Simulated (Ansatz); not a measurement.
CsCl-type CuZn: LDA at its full settings (plane-wave cutoff 520 eV, 18×18×18 k mesh, Fermi–Dirac smearing 0.05 eV, no spin polarisation, scalar-relativistic PAW data made under PBE) and at cheaper ones, in a cell of 2 atoms with Γ-centred meshes.

```csv
level and setting,lattice parameter a (Å),bulk modulus (GPa)
LDA (Ansatz),2.870,154
LDA (Γ point alone) (Ansatz),2.954,130
LDA (2×2×2 k mesh) (Ansatz),2.841,164
LDA (4×4×4 k mesh) (Ansatz),?,?
```

**Question.** Complete the blanks.

**Answer.** 
- LDA (4×4×4 k mesh) (Ansatz, a program for electronic structure), lattice parameter a (Å): 2.864
- LDA (4×4×4 k mesh) (Ansatz), bulk modulus (GPa): 160

Largest shifts from the full settings: lattice constant a +2.93 % (LDA (Γ point alone)), against a difference of -2.97 % of the full result from the reference 2.958 Å (measured, temperature not stated, no zero-point or thermal correction; as tabulated in First-Principles Study on the Electrical and Thermal Conductivities of Cu–Zn …); bulk modulus -15.6 % (LDA (Γ point alone)), against a difference of +33 % of the full result from the reference 116 GPa (measured, temperature not stated, not corrected to a static lattice; as tabulated in Nepal et al. (2020), arXiv:2007.11150).

Ansatz's density-functional and Hartree–Fock values are scalar-relativistic unless marked +SOC, with PAW data made under PBE.

Run with cheap settings on purpose, which may leave them unconverged: LDA (2×2×2 k mesh), LDA (4×4×4 k mesh), LDA (Γ point alone).
